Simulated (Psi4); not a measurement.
Psi4 1.11, TPSS/def2-svpd: Ge(Me)(OH)2(NH2) ([CH3][Ge]([NH2])([OH])[OH]), 12 atoms. The geometry is a generated start, not checked to be a minimum at this level.

task: energy
method: tpss
basis: def2-svpd
memory: 3 GB
maxiter: 100
keys of the molecule block: symmetry c1
scf_type: df (default)
guess: auto, which took SAD (default)
scf_initial_accelerator: adiis (default)
e_convergence: 1e-06 (default)
d_convergence: 1e-06 (default)
dft_radial_points: 75 (default)
dft_spherical_points: 302 (default)
basis functions: 180
grid points: 258826

```xyz
12

C      1.6067     0.2922    -0.5297
Ge    -0.1584    -0.0854     0.2660
N     -1.4465    -0.1708    -1.0349
O     -0.0682    -1.5384     1.2430
O     -0.7204     1.1101     1.4249
H      1.5131     1.0159    -1.3328
H      2.2831     0.6827     0.2234
H      2.0294    -0.6221    -0.9305
H     -2.3747    -0.3875    -0.6955
H     -1.2415    -0.8083    -1.7899
H     -0.4774    -1.4469     2.1039
H     -0.9451     1.9584     1.0521
```

One run each on 2 threads. Values of diis_max_vecs tried: 3, 6, 10 (default), 20.

### Question
How does the count of SCF iterations change with diis_max_vecs, and where is it least?

### Answer
Fewest SCF iterations, within one of each other: 6 with 11, 10 (default) with 10, 20 with 10. The count rises to 17 at 3. All converge to one solution.

| diis_max_vecs | SCF iterations | end |
|---|---|---|
| 3 | 17 | same solution |
| 6 | 11 | same solution |
| 10 (default) | 10 | same solution |
| 20 | 10 | same solution |
